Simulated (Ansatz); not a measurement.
**BaHfS3 (Pnma, No. 62, 20 atoms in the cell; start mp-1105549)**

All values below come from r²SCAN in Ansatz (PAW).

Numerical settings: plane-wave cutoff 560 eV, 6×4×6 k mesh (along the axes of the cell as run), Fermi–Dirac smearing 0.01 eV, scalar-relativistic PAW data made under PBE.

Cell (relaxed at this level):

```cif
data_Ba4Hf4S12
_chemical_formula_sum 'Ba4 Hf4 S12'
_space_group_name_H-M_alt 'P 1'
_space_group_IT_number 1
_cell_length_a 7.05927
_cell_length_b 9.96039
_cell_length_c 7.01294
_cell_angle_alpha 90.000
_cell_angle_beta 90.000
_cell_angle_gamma 90.000
loop_
_space_group_symop_operation_xyz
  'x, y, z'
loop_
_atom_site_label
_atom_site_type_symbol
_atom_site_fract_x
_atom_site_fract_y
_atom_site_fract_z
_atom_site_occupancy
Ba1 Ba 0.54113 0.25000 0.49178 1
Ba2 Ba 0.45887 0.75000 0.50822 1
Ba3 Ba 0.95887 0.75000 0.99178 1
Ba4 Ba 0.04113 0.25000 0.00822 1
Hf1 Hf 0.50000 0.00000 0.00000 1
Hf2 Hf 0.00000 0.00000 0.50000 1
Hf3 Hf 0.00000 0.50000 0.50000 1
Hf4 Hf 0.50000 0.50000 0.00000 1
S1 S 0.49609 0.25000 0.94094 1
S2 S 0.50391 0.75000 0.05906 1
S3 S 0.00391 0.75000 0.44094 1
S4 S 0.99609 0.25000 0.55906 1
S5 S 0.71440 0.96920 0.71467 1
S6 S 0.28560 0.03080 0.28533 1
S7 S 0.78560 0.03080 0.21467 1
S8 S 0.21440 0.96920 0.78533 1
S9 S 0.21440 0.53080 0.78533 1
S10 S 0.78560 0.46920 0.21467 1
S11 S 0.28560 0.46920 0.28533 1
S12 S 0.71440 0.53080 0.71467 1
```

```
Quantity   Result
--------  -------
band gap  1.57 eV
```

Spin–orbit coupling is not included.

A start named mp-… is a Materials Project structure, which need not be a measured phase.

Ansatz is a first-principles code.
